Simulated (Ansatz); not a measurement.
The starting structures come from a database of crystals and need not be the phases stable at ambient conditions.

 Where the default PAW files enter, the runs use the earlier of Ansatz's two default sets.

Inside the gap of an insulator the Bloch states are evanescent, with a wavenumber k + iκ along the transport direction.

Input:

```
BeBr2
1.0
    5.50209     0.00000     0.00000
   -2.75105     5.90680     0.06077
    0.00000    -2.63057     4.85454
Be Br
2 4
Direct
  0.75000   0.00000   0.00000
  0.25000   0.00000   0.00000
  0.11540   0.23079   0.33305
  0.88460   0.76921   0.66695
  0.38460   0.76921   0.10226
  0.61540   0.23079   0.89774
```

Space group of this cell: Ibam. The cell was relaxed by PBE-D3(BJ); by r2SCAN its mean pressure is 0.6 GPa.

Transport runs along the normal of the first two printed cell vectors.

The gap is the functional's own, uncorrected, and κ follows it; spin-orbit coupling is left out. Mid-gap values are interpolated between the computed energies.

Q: Compute, with r2SCAN (Ansatz, a program for electronic structure), the band gap and the smallest decay constant κ at mid-gap.

A: Gap 5.96 eV on a 6×6×6 mesh; κ = 0.367 1/Å, at the zone centre.
